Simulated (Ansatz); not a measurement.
# MgO (Pm-3n, No. 223, 12 atoms in the cell; start mp-1101930; a measured phase of this formula has another space group): band gap by level of theory

No measured value is used here.

```csv
level (code),value (eV),cell (Å³/atom)
LDA (Ansatz),2.87 (direct),14.03
PBEsol (Ansatz),2.84 (direct),14.56
r²SCAN+rVV10 (Ansatz),3.29 (direct),14.36
PBE0 (Ansatz),…,14.56
G0W0@PBEsol (Ansatz),5.55 (direct),14.56
```

Task: What belongs in the gaps?

Result: 
- PBE0 (Ansatz, an electronic-structure program), value (eV): 5.22 (direct)

Computed values are for a static lattice.  Values are at the level's own equilibrium cell; PBE0 at the PBEsol cell; G0W0@PBEsol at the PBEsol cell. Cutoffs and k meshes differ between the levels. Ansatz's density-functional and Hartree–Fock values are scalar-relativistic unless marked +SOC, with PAW data made under PBE.

A start named mp-… is a Materials Project structure, which need not be a measured phase.
